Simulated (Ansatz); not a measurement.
Inside the gap of an insulator the Bloch states are evanescent, with a wavenumber k + iκ along the transport direction.

Data:

```yaml
crystal:
  lattice:
    - [7.60454, 0.00000, 0.00000]
    - [-3.80227, 6.58572, 0.00000]
    - [0.00000, 0.00000, 2.90520]
  atoms:
    - { symbol: Si, position: [0.17505, 0.40613, 0.75000] }
    - { symbol: Si, position: [0.82495, 0.59387, 0.25000] }
    - { symbol: Si, position: [0.76892, 0.17505, 0.25000] }
    - { symbol: Si, position: [0.23108, 0.82495, 0.75000] }
    - { symbol: Si, position: [0.59387, 0.76892, 0.75000] }
    - { symbol: Si, position: [0.40613, 0.23108, 0.25000] }
    - { symbol: N, position: [0.33333, 0.66667, 0.75000] }
    - { symbol: N, position: [0.66667, 0.33333, 0.25000] }
    - { symbol: N, position: [0.33015, 0.29934, 0.75000] }
    - { symbol: N, position: [0.66985, 0.70066, 0.25000] }
    - { symbol: N, position: [0.03081, 0.33015, 0.25000] }
    - { symbol: N, position: [0.96919, 0.66985, 0.75000] }
    - { symbol: N, position: [0.70066, 0.03081, 0.75000] }
    - { symbol: N, position: [0.29934, 0.96919, 0.25000] }
```

The cell is taken as given.

Transport runs along the normal of the first two printed cell vectors, the (001) plane of the conventional cell.

No gap correction and no spin-orbit coupling; mid-gap is the computed energy nearest the middle.

Compute, with r2SCAN run with Ansatz (an electronic-structure program), the band gap and the smallest decay constant κ at mid-gap.

Gap 5.00 eV on a 6×6×10 mesh; κ = 0.333 1/Å, at the zone centre.
